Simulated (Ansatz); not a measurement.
Troubleshooting Ansatz (a first-principles code): a failed run on V₃Os (Fm-3m, 4 atoms in the cell). The aim is a self-consistent single point with DFT, LDA (PW92), plane waves, default PAW files made with PBE.

Cell that was meant: a = 4.2134 Å, b = 4.2134 Å, c = 4.2134 Å, α = 60.00°, β = 60.00°, γ = 60.00°.

Part of the input:

Ansatz 0.2 input:
```yaml
# V3Os2
crystal:
  lattice:
    - [0.000000, 2.979345, 2.979345]
[...]
    - { symbol: V, position_ang: [1.489672, 1.489672, 1.489672] }
    - { symbol: V, position_ang: [4.469017, 4.469017, 4.469017] }
    - { symbol: V, position_ang: [2.979345, 2.979345, 2.979345] }
    - { symbol: Os, position_ang: [0.000000, 0.000000, 0.000000] }
    - { symbol: Os, position_ang: [0.000000, 0.000000, 0.000000] }
basis:
  ecutwfc: 420.0
```

Log, with long lists cut:

```
Error: atoms 3 (Os) and 4 (Os) coincide: fractional positions [0.0, 0.0, 0.0] and [0.0, 0.0, 0.0] are 0.00e0 Å apart, within the symmetry tolerance 1e-5 (fractional) on every axis — remove the duplicate or separate the sites (indices count the expanded atom list at the failing check: the typed cell's during the `space_group:` round-trip, otherwise the final one with `supercell:` and `defects:` applied)
```

From the messages shown, name the fault and mend the input.

The fault is one atom entered twice; here the program stops on it instead of giving results. To fix it, remove the duplicate atom. The program stopped before any SCF iteration.

The sound input it was made from differs as follows (other fixes are possible):
```diff
-# V3Os2
+# V3Os
-    - { symbol: Os, position_ang: [0.000000, 0.000000, 0.000000] }
```

With that input, the run converged in 7 iterations: free energy E − TS (on the zero of these files) -19701.2322 eV; Fermi level (on the code's own zero) 19.35 eV; pressure -10.41 GPa (DFT, LDA (PW92), plane waves, default PAW files made with PBE).

On the sound input: the starting cell comes from a database of computed structures (which also holds hypothetical and non-ambient phases and stackings), without a prior relaxation at this level. Its lattice was rescaled by a random factor within 2.5 % of one. Spin polarisation is off. With a pressure of about -10 GPa the cell is away from its equilibrium volume at this level. Ansatz's pressure includes its estimate of the finite-basis (Pulay) stress.
